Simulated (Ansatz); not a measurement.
Effective masses and thermopower of ZnS under load (space group I-4m2)

Here is the system:

```yaml
crystal:
  lattice:
    - [0.00000, 2.67841, 2.73831]
    - [2.67841, 0.00000, 2.73831]
    - [2.67841, 2.67841, 0.00000]
  atoms:
    - { symbol: Zn, position: [0.00000, 0.00000, 0.00000] }
    - { symbol: S, position: [0.25000, 0.25000, 0.25000] }
```

All values below come from r2SCAN with spin-orbit coupling, rigid bands (plane waves, PAW; Ansatz, an electronic-structure program). Condition of this run: uniaxial stress zz = -1 GPa (compression positive) (the target of the relaxation). How the cell was made: cell and atoms relaxed with r2SCAN, then loaded as said.

| Quantity | Value |
|---|---|
| band gap | 2.64 eV |
| electron conductivity mass (300 K, dilute) | 0.20 mₑ |
| hole conductivity mass (300 K, dilute) | 0.75 (x), 0.75 (y), 0.87 (z) mₑ |
| effective density of states N_c (300 K) | 2.2e18 cm⁻³ |
| effective density of states N_v (300 K) | 3.1e19 cm⁻³ |
| density-of-states mass, electrons | 0.198 mₑ |
| density-of-states mass, holes | 1.14 mₑ |
| Seebeck coefficient, n-type 1e19 cm⁻³, 300 K | -116 μV/K |
| Seebeck coefficient, p-type 1e19 cm⁻³, 300 K | 359 μV/K |
| best p-type power factor at 300 K for τ = 10 fs (best axis; densities from 1e16 to 1e21 cm⁻³ tried, whether or not they can be reached) | 15.9 μW/(cm·K²) at 3e20 cm⁻³ |

Rigid bands; masses and Seebeck coefficients take one relaxation time τ for all states and one kind of carrier; polarons and phonon drag are left out.
